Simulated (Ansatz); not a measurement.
## Ti, response to strain

The parent structure is Ti in the hcp (Mg type) structure (space group P6_3/mmc, No. 194; relaxed with 0.1 eV smearing).

```xyz
2
Lattice="2.9398 0.0000 0.0000 -1.4699 2.5459 0.0000 0.0000 0.0000 4.6540" Properties=species:S:1:pos:R:3 pbc="T T T"
Ti     1.4699     0.8486     3.4905
Ti     0.0000     1.6973     1.1635
```

Strains are applied to the cell and any free atomic positions relax.

Calculations: Ansatz (a program for electronic structure) PBE, no spin-orbit coupling.

Notes on the quantities. energy relative to the base: free energy F.

| isotropic strain (%) | energy relative to the base (meV/atom) |
|---|---|
| -2.5 | 36.2 |
| -1.5 | 12.7 |
| -1 | 5.6 |
| -0.5 | 1.4 |
| 0 | 0.0 |
| 0.5 | ? |
| 1.5 | 11.8 |
| 2 | 20.6 |
| 2.5 | 31.8 |

Q: Fit ΔE = Aε² + Bε³ (ε in %) to the rows shown and predict the withheld row.

A: Least squares on the printed values gives A = 5.44 and B = -0.14 meV/atom (largest residual 0.0 meV/atom); this predicts 1.3 meV/atom, and the run gives 1.3 meV/atom, in agreement.

Whether these cells are dynamically stable was not tested. The final runs are not spin-polarised.
